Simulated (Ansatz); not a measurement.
Consider the following.

End structure of a constructed model of the (100) surface of fcc Cu, p(2x2) layer of Sn, one a cell, on the site that continues the host's stacking (bottom of the slab: a bare face, its two planes held):

```
CELL_PARAMETERS angstrom
      5.13360     0.00000     0.00000
      0.00000     5.13360     0.00000
      0.00000     0.00000    27.50000
ATOMIC_POSITIONS crystal
  Cu 0.25000 0.25000 0.29552
  Cu 0.25000 0.75000 0.29552
  Cu 0.75000 0.25000 0.29552
  Cu 0.75000 0.75000 0.29552
  Cu 0.50000 0.50000 0.36152
  Cu 0.50000 0.00000 0.36152
  Cu 0.00000 0.50000 0.36152
  Cu 0.00000 0.00000 0.36152
  Cu 0.75000 0.75000 0.42740
  Cu 0.75000 0.25000 0.42766
  Cu 0.25000 0.75000 0.42766
  Cu 0.25000 0.25000 0.42758
  Cu 0.99967 0.99967 0.49367
  Cu 0.99967 0.50033 0.49367
  Cu 0.50033 0.99967 0.49367
  Cu 0.50033 0.50033 0.49367
  Cu 0.25000 0.25000 0.55895
  Cu 0.25000 0.75000 0.55982
  Cu 0.75000 0.25000 0.55982
  Cu 0.75000 0.75000 0.55951
  Cu 0.49538 0.49538 0.62510
  Cu 0.49538 0.00462 0.62510
  Cu 0.00462 0.49538 0.62510
  Cu 0.00462 0.00462 0.62510
  Sn 0.75000 0.75000 0.69396
```

Set-up: 25 atoms, 11.2 Å thick at the start; mesh 8x8x1; 0.1 eV smearing; dipole correction on; 8 atoms held, the rest relaxed; held to the start's symmetry, so lower structures may exist; no spin, no spin-orbit, no U. It is one candidate, not shown to be the stable structure of the face.

### Question
Predict the work function of the top face from PBE in Ansatz (an electronic-structure program).

### Answer
4.27 eV
